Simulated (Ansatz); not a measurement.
Consider BiSb in the CsCl type structure (space group Pm-3m, No. 221; a = 3.8944 Å; a hypothetical phase, not in the database extracts checked; relaxed with 0.1 eV smearing). Axes: x, y, z lie along the cube axes.

Level of theory: Kohn–Sham DFT with the PBE functional, run in Ansatz (a first-principles code) with PAW and 420 eV plane waves, no SOC.

Strains are applied to the cell and any free atomic positions relax.

One change was made to it. Results:

The shortest interatomic distance drops by 0.020 Å, from 3.373 Å to 3.353 Å; the energy increases by 12 meV/atom; the pressure (mean of the normal stresses, compression positive) goes from zero to -2.0 GPa.

Problem. What was done to the base?
(A) strain tensor (xx, yy, zz, yz, xz, xy) = (+1.32, +1.31, +1.40, −0.70, −0.05, +2.27) %
(B) isotropic strain +1.30 %
(C) isotropic strain +1.70 %
(D) uniaxial strain ε_yy = +1.18 %
(E) isotropic strain −5.00 %

Solution. A, strain tensor (xx, yy, zz, yz, xz, xy) = (+1.32, +1.31, +1.40, −0.70, −0.05, +2.27) %. For comparison, the shortest interatomic distance in the other runs: uniaxial strain ε_yy = +1.18 % gives 3.386 Å; isotropic strain +1.30 % gives 3.417 Å; isotropic strain +1.70 % gives 3.430 Å; isotropic strain −5.00 % gives 3.204 Å.

Stability against distortions was not tested. The final runs are not spin-polarised.
